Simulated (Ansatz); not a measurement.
Input:

```
LiCl
1.0
    0.00000     2.55623     2.55623
    2.55623     0.00000     2.55623
    2.55623     2.55623     0.00000
Li Cl
1 1
Direct
  0.00000   0.00000   0.00000
  0.50000   0.50000   0.50000
```

No spin polarisation.

The values are results of r2SCAN (Ansatz, a first-principles code, PAW, no spin-orbit coupling), not measurements. k-mesh 11×11×11 (Γ-centred); smearing 0.05 eV (Fermi–Dirac).

### Question
Predict the gap character and electron mass.

### Answer
- Gap character: direct at Γ
- Electron mass: 0.47 mₑ (at Γ)

Effective masses come from finite differences of ±0.01 Å⁻¹. Whether these cells are dynamically stable was not tested. The cell was made from NaCl by this change: Na → Li.
